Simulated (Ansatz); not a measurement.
Rutile MgH₂, treated with B3LYP (VWN-RPA form) (plane waves, PAW; Ansatz, an electronic-structure program).

Run with plane-wave cutoff 460 eV, 6×6×8 k mesh (along the axes of the cell as run), Fermi–Dirac smearing 0.01 eV, scalar-relativistic PAW data made under PBE.

The cell has the measured lattice parameters. Conventional cell: a = 4.5010 Å, b = 4.5010 Å, c = 3.0100 Å, α = 90.00°, β = 90.00°, γ = 90.00°.

```xyz
6
Lattice="4.5010 0.0000 0.0000 0.0000 4.5010 0.0000 0.0000 0.0000 3.0100" Properties=species:S:1:pos:R:3 pbc="T T T"
Mg     0.0000     0.0000     0.0000
Mg     2.2505     2.2505     1.5050
H      1.3773     1.3773     0.0000
H      3.6278     0.8732     1.5050
H      0.8732     3.6278     1.5050
H      3.1237     3.1237     0.0000
```

### Question
List the 8 lowest band energies at Γ above −25 eV (eV, relative to the valence band maximum), grouping those that round alike.

### Answer
At Γ: -6.79, -1.47 (×2), -0.43, 6.64, 6.89, 11.15 (×2).

Note: the run warned that its exchange threshold was loose for the stress; cell and atoms aren't relaxed at this level (largest force component 0.04 eV/Å).
